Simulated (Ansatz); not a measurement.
**Converging the k-point mesh at a smearing width of 0.3 eV: Yb (Fm-3m, 1 atom in the cell)**

```yaml
crystal:
  lattice:
    - [0.00000, 2.75370, 2.75370]
    - [2.75370, 0.00000, 2.75370]
    - [2.75370, 2.75370, 0.00000]
  atoms:
    - { symbol: Yb, position: [0.00000, 0.00000, 0.00000] }
```

Computed with PBE (plane waves, PAW; Ansatz, a first-principles code).

Base settings: basis.ecutwfc = 30.9 Ry; kpoints.mp_grid.grid = 10 10 10; hamiltonian.xc = pbe; hamiltonian.pseudopotentials = {kind: paw} (the program's default PAW files); scf.occupations.method = fermi_dirac; scf.occupations.width = 0.0073 Ry.

In this ladder: scf.occupations.width = 0.022 Ry.

Only quantities that move along the ladder and can be compared are tabulated.

The count of work is k-points × plane waves × bands × iterations; it is no time. 

The starting cell has typed, rounded lattice constants, without a prior relaxation at this level. Its lattice was rescaled by up to half a per cent. Spin polarisation is off.

Steps (kpoints.mp_grid.grid): 4 4 4; 5 5 5; 6 6 6; 8 8 8; 9 9 9; 11 11 11; 14 14 14; 17 17 17; 20 20 20; 24 24 24.

### Question
What is the coarsest kpoints.mp_grid.grid that holds the free energy within 2 meV/atom of the last step, with all finer ones?

### Answer
8 8 8, at 0.070 of the last step's count of work; the step before is off by 3.5 meV/atom.

```tsv
kpoints.mp_grid.grid	free energy less the last step's (meV/atom)	count of work / last
4 4 4	-30.04	0.019
5 5 5	-2.33	0.027
6 6 6	3.54	0.039
8 8 8	-0.14	0.070
9 9 9	0.16	0.085
11 11 11	-0.01	0.14
14 14 14	0.00	0.28
17 17 17	0.00	0.40
20 20 20	0.00	0.62
24 24 24	0.00	1.0
```

Keys are those of Ansatz 0.2.
